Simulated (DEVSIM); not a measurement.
System: illuminated InP p-on-n cell, one wavelength, at 300 K.

| layer (left to right) | material | thickness (μm) | Nd (cm⁻³) | Na (cm⁻³) | τn (s) | τp (s) | absorption coefficient (cm⁻¹) |
|---|---|---|---|---|---|---|---|
| 1 | InP | 0.690 | - | 2.1e18 | 1.9e-9 | 1.4e-9 | 20000 |
| 2 | InP | 0.640 | 2e16 | - | 2.7e-9 | 2.7e-9 | 20000 |

Left contact: ohmic, minority electron recombination velocity 10 cm/s. Right contact: ohmic, minority hole recombination velocity 10 cm/s. Voltage is applied to the left contact. Recombination: SRH at mid-gap, radiative, Auger. Light enters at the left, 1.4e17 photons cm⁻² s⁻¹, one pass, no reflection. Mobility is constant in doping.

Constants are typed, rounded textbook-type inputs, not results; the design itself was drawn at random and stands for no fabricated device. Values at 300 K.

```csv
parameter,InP
gap (eV),1.344
affinity (eV),4.38
permittivity,12.5
Nc (cm⁻³),5.7e17
Nv (cm⁻³),1.1e19
μn (cm²/Vs),5200
μp (cm²/Vs),170
B (cm³/s),1.2e-10
Cn (cm⁶/s),9e-31
Cp (cm⁶/s),9e-31
```

DEVSIM, 1D drift-diffusion, Boltzmann statistics, complete ionisation; no tunnelling, impact ionisation, image-force lowering or self-heating.

Question: Give the dark reverse current.

Answer: 
```json
[
 {"V (V)": "-0.04", "J (A/cm²)": "-4.4e-10"},
 {"V (V)": "-0.10", "J (A/cm²)": "-8.9e-10"},
 {"V (V)": "-0.20", "J (A/cm²)": "-1.5e-9"},
 {"V (V)": "-0.30", "J (A/cm²)": "-2.1e-9"},
 {"V (V)": "-0.40", "J (A/cm²)": "-2.6e-9"},
 {"V (V)": "-0.60", "J (A/cm²)": "-3.6e-9"},
 {"V (V)": "-0.80", "J (A/cm²)": "-4.5e-9"},
 {"V (V)": "-1.00", "J (A/cm²)": "-5.3e-9"},
 {"V (V)": "-1.30", "J (A/cm²)": "-6.5e-9"},
 {"V (V)": "-1.60", "J (A/cm²)": "-7.6e-9"},
 {"V (V)": "-2.00", "J (A/cm²)": "-8.9e-9"}
]
```
